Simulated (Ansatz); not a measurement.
**HfS2, response to strain**

Consider HfS₂ in the CdI2 type structure (space group P-3m1, No. 164; layered, stacked along the Cartesian z axis).

```yaml
crystal:
  lattice:
    - [3.60570, 0.00000, 0.00000]
    - [-1.80285, 3.12262, 0.00000]
    - [0.00000, 0.00000, 5.76762]
  atoms:
    - { symbol: Hf, position: [0.00000, 0.00000, 0.00000] }
    - { symbol: S, position: [0.33333, 0.66667, 0.25252] }
    - { symbol: S, position: [0.66667, 0.33333, 0.74748] }
```

Strains are applied to the cell and any free atomic positions relax.

Method: PBE-D3(BJ) (Ansatz, an electronic-structure program, PAW, no spin-orbit coupling).

Candidates:
(a) isotropic strain −2.00 %
(b) isotropic strain −0.50 %
(c) isotropic strain −3.00 %

For the base:

The band gap is 0.85 eV.

Problem. Order them by band gap, lowest first.

Solution. (c) isotropic strain −3.00 % (0.38 eV), (a) isotropic strain −2.00 % (0.55 eV), (b) isotropic strain −0.50 % (0.78 eV)

With Hf present, leaving out spin-orbit coupling can change the band edges. No phonon test of stability was made.
